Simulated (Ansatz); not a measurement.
The starting structures come from a database of crystals and need not be the phases stable at ambient conditions.

Here is the system:

```
Se
1.0
    4.43236     0.00000     0.00000
   -1.47745     6.27333     0.00000
    1.47745     3.13667     5.43286
Se
6
Direct
  0.16895   0.86524   0.74693
  0.83105   0.13476   0.25307
  0.91588   0.74693   0.38784
  0.08412   0.25307   0.61216
  0.30371   0.38784   0.86524
  0.69629   0.61216   0.13476
```

Space group of this cell: R-3. The cell was relaxed by PBE-D3(BJ); by r2SCAN its mean pressure is 1.0 GPa.

Transport runs along the normal of the first two printed cell vectors, the (110) plane of the conventional cell.

The gap is the functional's own, uncorrected, and κ follows it; spin-orbit coupling is left out. Mid-gap values are interpolated between the computed energies.

State the band gap and the smallest decay constant κ at mid-gap according to r2SCAN (Ansatz, a first-principles code).

Gap 1.25 eV on a 8×8×8 mesh; κ = 0.113 1/Å, at (-0.125, 0.167) of the in-plane reciprocal vectors. At the zone centre, at the nearest computed energy, the slowest state has κ = 0.13 1/Å.
